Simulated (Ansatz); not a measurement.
Al_Si+V_C in metastable 2H silicon carbide: one set of geometries, relaxed with PBE, evaluated in Ansatz (PAW, plane waves to 420 eV, 500 eV under r2SCAN) with PBE, r2SCAN.

Cell and caveats: 96-site cell; 2×2×2 shifted k-points; start: the Si site; C 1.91 Å away, along c; charged states image-corrected; finite-size errors of tenths of an eV; relaxed from one start, so a lower configuration may exist; flagged in the runs: a host whose relaxation on this sampling wasn't shown to rest.

| quantity | PBE | r2SCAN |
|---|---|---|
| host gap (eV) | 2.31 | 2.68 |
| ε(+1/0) above the VBM (eV) | 1.39 | 1.53 |
| neutral formation energy against fcc Al, graphite, silicon (eV) | 3.89 | 4.25 |
| largest moment on one atom at charge 0 (μB) | 0.09 | 0.10 |

PBE narrows the gap by 0.37 eV against r2SCAN, the highest level run, and puts the levels 0.14 eV lower above the valence-band maximum on average.

Ansatz is a first-principles code.
